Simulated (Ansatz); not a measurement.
Take Hf in the hcp (Mg type) structure (space group P6_3/mmc, No. 194; a = 3.117 Å, c = 4.950 Å; relaxed with 0.1 eV smearing) as the base.

Level of theory: LDA/PAW in Ansatz (a program for electronic structure), no spin-orbit coupling.

For the base:

| Property | Result |
|---|---|
| Pressure | 0.0 GPa |
| Band gap | zero |

The change: an isotropic linear strain of +2.00 %, atoms relaxed at fixed cell.

How does this affect the energy relative to the base, pressure and band gap?

The energy grows by 27 meV/atom; the pressure (mean of the normal stresses, compression positive) goes from zero to -6.4 GPa; the band gap is still zero.

Whether these cells are dynamically stable was not tested. All final runs are without spin polarisation.
